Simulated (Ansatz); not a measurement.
## GaN (model structure, started from the MgO type, Pm-3n, No. 223, 12 atoms in the cell)

These are HSE06+SOC (Ansatz, a program for electronic structure, plane waves, PAW) values and carry that method's errors.

Run with plane-wave cutoff 460 eV, 4×4×4 k mesh, Fermi–Dirac smearing 0.01 eV, PAW data made under PBE.

Cell (relaxed with PBEsol):

```cif
data_Ga6N6
_chemical_formula_sum 'Ga6 N6'
_space_group_name_H-M_alt 'P 1'
_space_group_IT_number 1
_cell_length_a 5.51305
_cell_length_b 5.51305
_cell_length_c 5.51305
_cell_angle_alpha 90.000
_cell_angle_beta 90.000
_cell_angle_gamma 90.000
loop_
_space_group_symop_operation_xyz
  'x, y, z'
loop_
_atom_site_label
_atom_site_type_symbol
_atom_site_fract_x
_atom_site_fract_y
_atom_site_fract_z
_atom_site_occupancy
Ga1 Ga 0.25000 0.00000 0.50000 1
Ga2 Ga 0.75000 0.00000 0.50000 1
Ga3 Ga 0.50000 0.75000 0.00000 1
Ga4 Ga 0.50000 0.25000 0.00000 1
Ga5 Ga 0.00000 0.50000 0.75000 1
Ga6 Ga 0.00000 0.50000 0.25000 1
N1 N 0.25000 0.50000 0.00000 1
N2 N 0.75000 0.50000 0.00000 1
N3 N 0.00000 0.75000 0.50000 1
N4 N 0.00000 0.25000 0.50000 1
N5 N 0.50000 0.00000 0.75000 1
N6 N 0.50000 0.00000 0.25000 1
```

| Property | Value |
|---|---|
| band gap | 2.78 eV (on the SCF k mesh) (direct) |

Note: the relaxation could raise the start's symmetry but not lower it, so the cell can be a saddle point; cell and atoms aren't relaxed at this level (pressure -0.4 GPa).

A model structure was made by putting elements into a prototype or built by hand; it is no filed structure, need not be a known phase, and can be a saddle point held by its symmetry.
